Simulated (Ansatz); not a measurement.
## Au: response to strain

Base system: Au in the hcp (Mg type) structure (space group P6_3/mmc, No. 194; a = 2.862 Å, c = 4.802 Å; relaxed with 0.1 eV smearing). Axes: x lies along a and z along c of the hexagonal cell.

Strains are applied to the cell and any free atomic positions relax; under biaxial strain the out-of-plane vector relaxes too.

Calculations: PBEsol in Ansatz (plane waves to 420 eV, PAW, no spin-orbit coupling).

Notes on the quantities. pressure: mean of the normal stresses, compression positive.

```csv
variant,volume per atom,pressure,space group
base,17.03 Å³,0.0 GPa,P6_3/mmc (No. 194)
"biaxial strain −1.59 %, plane normal [001], relaxed out of plane",16.79 Å³,3.1 GPa,P6_3/mmc (No. 194)
"biaxial strain −1.24 %, plane normal [001], relaxed out of plane",16.84 Å³,2.3 GPa,P6_3/mmc (No. 194)
"biaxial strain −0.43 %, plane normal [001], relaxed out of plane",16.97 Å³,0.7 GPa,P6_3/mmc (No. 194)
"biaxial strain +4.59 %, plane normal [001], relaxed out of plane",17.67 Å³,-4.5 GPa,P6_3/mmc (No. 194)
isotropic strain −3.69 %,15.21 Å³,27.1 GPa,P6_3/mmc (No. 194)
uniaxial strain ε_xx = +2.30 %,17.42 Å³,-3.7 GPa,Cmcm (No. 63)
```

No phonon test of stability was made. The base started in Cmcm and relaxed to P6_3/mmc at this level. This is not the structure that Au has at room temperature and ambient pressure.

Ansatz is a program for electronic structure.
